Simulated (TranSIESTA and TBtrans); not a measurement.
Run with TranSIESTA and TBtrans (open boundaries, self-consistent; PseudoDojo norm-conserving potentials, scalar-relativistic): PAO.BasisSize DZP, PAO.EnergyShift 0.15 eV, XC.Authors PBE, Mesh.Cutoff 200 Ry, ElectronicTemperature 300 K, TS.Voltage 0.0 eV, TBT.Elecs.Eta 0.001 eV, no spin polarisation.

System: In chain bridged by a linear C4 unit along the axis. Leads: straight In chain, spacing 2.9 Å. Geometry: 6 atoms about the centre moved by SIESTA (PBE, DZP) to a largest force of 0.02 eV/Å, all others as built, motion along the axis alone.

### Question
Predict: conductance at 300 K (G0 = 2e²/h); thermopower (μV/K); mean T from −0.5 to 0.5 eV.

### Answer
conductance at 300 K (G0 = 2e²/h): 1.40; thermopower (μV/K): -8.4; mean T from −0.5 to 0.5 eV: 0.84. The straight chain is held at its spacing; free chains may zigzag or dimerise. No spin-polarised start was tried, so a magnetic state, if there is one, is missed.
